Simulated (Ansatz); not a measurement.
The starting structures come from a database of crystals and need not be the phases stable at ambient conditions.

 Where the default PAW files enter, the runs use the earlier of Ansatz's two default sets.

Tunnelling through a barrier is set by its complex band structure: the current falls as exp(−2κd) with the smallest κ.

Here is the system:

```xyz
6
Lattice="3.2717 0.0000 0.0000 0.0000 6.8732 0.0000 0.0000 3.4366 3.3692" Properties=species:S:1:pos:R:3 pbc="T T T"
Sn     1.6358     3.4366     0.0000
Sn     0.0000     0.0000     0.0000
O      1.6358     5.5396     0.0000
O      1.6358     1.3336     0.0000
O      0.0000     3.4366     1.3075
O      0.0000     6.8732     2.0618
```

Space group of this cell: Cmmm. The cell is strained (lengths across the current scaled by 1.02, ions clamped); by r2SCAN its mean pressure is -8.9 GPa.

Transport runs along the normal of the first two printed cell vectors.

The gap is the functional's own, uncorrected, and κ follows it; spin-orbit coupling is left out. Mid-gap values are interpolated between the computed energies.

**Question.** Estimate the band gap and the smallest decay constant κ at mid-gap that r2SCAN in Ansatz (a first-principles code) returns for this system.

**Answer.** Gap 1.23 eV on a 10×10×10 mesh; κ = 0.151 1/Å, at the zone centre.
